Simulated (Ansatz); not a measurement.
The starting structures come from a database of crystals and need not be the phases stable at ambient conditions.

 Where the default PAW files enter, the runs use the earlier of Ansatz's two default sets.

Inside the gap of an insulator the Bloch states are evanescent, with a wavenumber k + iκ along the transport direction.

Consider the following.

```
ZrO2
1.0
    3.38795     0.00000     0.00000
    0.00000     6.58922     0.00000
    0.00000     0.00000     5.63274
Zr O
4 8
Cartesian
  2.54096   5.87482   4.23323
  0.84699   0.71440   1.39951
  0.84699   2.58021   4.21588
  2.54096   4.00901   1.41686
  0.84699   4.34388   5.50893
  2.54096   2.24534   0.12381
  2.54096   1.04927   2.94018
  0.84699   5.53995   2.69256
  0.84699   0.50408   4.84832
  2.54096   6.08514   0.78442
  2.54096   3.79869   3.60079
  0.84699   2.79053   2.03195
```

Space group of this cell: Pnma. The cell is taken as given; by LDA its mean pressure is -18.3 GPa.

Transport runs along the normal of the first two printed cell vectors.

The gap is the functional's own, uncorrected, and κ follows it; spin-orbit coupling is left out. Mid-gap values are interpolated between the computed energies.

**Question.** State the band gap and the smallest decay constant κ at mid-gap according to Ansatz (a quantum-chemistry and plane-wave program) with LDA.

**Answer.** Gap 2.81 eV on a 10×6×6 mesh; κ = 0.423 1/Å, at the zone centre.
